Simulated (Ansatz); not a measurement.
## CdSe: response to strain

The reference is CdSe in the zinc blende structure (space group F-43m, No. 216; a = 6.133 Å). Axes: x, y, z lie along the cube axes.

Strains are applied to the cell and any free atomic positions relax; under biaxial strain the out-of-plane vector relaxes too.

The values are results of r2SCAN (Ansatz, a quantum-chemistry and plane-wave program), scalar-relativistic without spin-orbit coupling, not measurements.

Notes on the quantities. energy relative to the base: free energy F.

```tsv
biaxial strain, plane normal [001], relaxed out of plane (%)	energy relative to the base (meV/atom)
-3	7.3
-2.5	5.0
-2	3.2
-1.5	1.8
-1	?
-0.5	0.2
0	0.0
```

Question: Fit ΔE = Aε² + Bε³ (ε in %) to the rows shown and predict the withheld row.

Answer: Least squares on the printed values gives A = 0.776 and B = -0.011 meV/atom (largest residual 0.0 meV/atom); this predicts 0.8 meV/atom, and the run gives 0.8 meV/atom, in agreement.

Stability against distortions was not tested.
